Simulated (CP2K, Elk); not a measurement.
An Elk input for a self-consistent single point of LiCa6Ge (Fm-3m, 8 atoms in the cell) (DFT, LDA (PW92), all-electron FP-LAPW, Elk's shipped species files, APW+lo basis with extra local orbitals):

```
tasks
  0

tforce
  .true.

rgkmax
  7.5

gmaxvr
  18.0

lmaxapw
  10

lmaxo
  8

nxlo
  2

lorbcnd
  .true.

lradstp
  2

nrmtscf
  2.0

lmaxi
  4

stype
  0

swidth
  0.00734986

maxscl
  100

avec
    0.0000000000    9.6314710743    9.6314710743
    9.6314710743    0.0000000000    9.6314710743
    9.6314710743    9.6314710743    0.0000000000

sppath
  'species/'

atoms
  3
  'Li.in'
  1
  0.5000000000  0.5000000000  0.5000000000    0.0 0.0 0.0
  'Ca.in'
  6
  0.5000000000  0.0000000000  0.0000000000    0.0 0.0 0.0
  0.5000000000  0.0000000000  0.5000000000    0.0 0.0 0.0
  0.0000000000  0.5000000000  0.5000000000    0.0 0.0 0.0
  0.0000000000  0.5000000000  0.0000000000    0.0 0.0 0.0
  0.5000000000  0.5000000000  0.0000000000    0.0 0.0 0.0
  0.0000000000  0.0000000000  0.5000000000    0.0 0.0 0.0
  'Ge.in'
  1
  0.0000000000  0.0000000000  0.0000000000    0.0 0.0 0.0

ngridk
  4 4 4
```

Question: Give the CP2K input for the same structure, mesh, smearing and functional.

Answer: This is the input that was run; spellings and numerical settings could be chosen otherwise.

```
&GLOBAL
  PROJECT calc
  RUN_TYPE ENERGY_FORCE
  PRINT_LEVEL LOW
&END GLOBAL
&FORCE_EVAL
  METHOD Quickstep
  STRESS_TENSOR ANALYTICAL
  &DFT
    BASIS_SET_FILE_NAME BASIS_MOLOPT
    POTENTIAL_FILE_NAME GTH_POTENTIALS
    &QS
      METHOD GPW
      EPS_DEFAULT 1E-11
    &END QS
    &MGRID
      CUTOFF 500
      REL_CUTOFF 40
      NGRIDS 5
    &END MGRID
    &SCF
      SCF_GUESS ATOMIC
      EPS_SCF 1E-6
      MAX_SCF 100
      ADDED_MOS 12
      &DIAGONALIZATION
        ALGORITHM STANDARD
      &END DIAGONALIZATION
      &MIXING
        METHOD BROYDEN_MIXING
        ALPHA 0.3
        NBUFFER 12
        BETA 1.5
      &END MIXING
      &SMEAR ON
        METHOD GAUSSIAN
        SIGMA [eV] 0.2
      &END SMEAR
    &END SCF
    &KPOINTS
      SCHEME MONKHORST-PACK 4 4 4
      GAMMA_CENTERED T
    &END KPOINTS
    &XC
      &XC_FUNCTIONAL PADE
      &END XC_FUNCTIONAL
    &END XC
    &PRINT
      &MO
        EIGENVALUES T
        OCCUPATION_NUMBERS T
        NDIGITS 8
        FILENAME mo
        &EACH
          QS_SCF 0
        &END EACH
        ADD_LAST NUMERIC
      &END MO
      &MULLIKEN OFF
      &END MULLIKEN
    &END PRINT
  &END DFT
  &SUBSYS
    &CELL
      ABC 7.20790000 7.20790043 7.20790038
      ALPHA_BETA_GAMMA 59.99999846 60.00000176 60.00000196
      PERIODIC XYZ
    &END CELL
    &COORD
      SCALED
      Li       0.50000000     0.50000000     0.50000000
      Ca       0.50000000     0.00000000     0.00000000
      Ca       0.50000000     0.00000000     0.50000000
      Ca       0.00000000     0.50000000     0.50000000
      Ca       0.00000000     0.50000000     0.00000000
      Ca       0.50000000     0.50000000     0.00000000
      Ca       0.00000000     0.00000000     0.50000000
      Ge       0.00000000     0.00000000     0.00000000
    &END COORD
    &KIND Li
      BASIS_SET DZVP-MOLOPT-SR-GTH-q3
      POTENTIAL GTH-PADE-q3
    &END KIND
    &KIND Ca
      BASIS_SET DZVP-MOLOPT-SR-GTH-q10
      POTENTIAL GTH-PADE-q10
    &END KIND
    &KIND Ge
      BASIS_SET DZVP-MOLOPT-SR-GTH-q4
      POTENTIAL GTH-PADE-q4
    &END KIND
  &END SUBSYS
  &PRINT
    &FORCES ON
    &END FORCES
    &STRESS_TENSOR ON
    &END STRESS_TENSOR
  &END PRINT
&END FORCE_EVAL
```

Basis settings and potentials, where a program has them, do not carry over. This input uses DFT LDA (Pade form), GPW, DZVP-MOLOPT-SR-GTH basis, GTH-PADE potentials (GTH_POTENTIALS). LDA parametrisations can differ slightly between programs.

The starting cell comes from a database of computed structures (which also holds hypothetical and non-ambient phases and stackings), without a prior relaxation at this level.
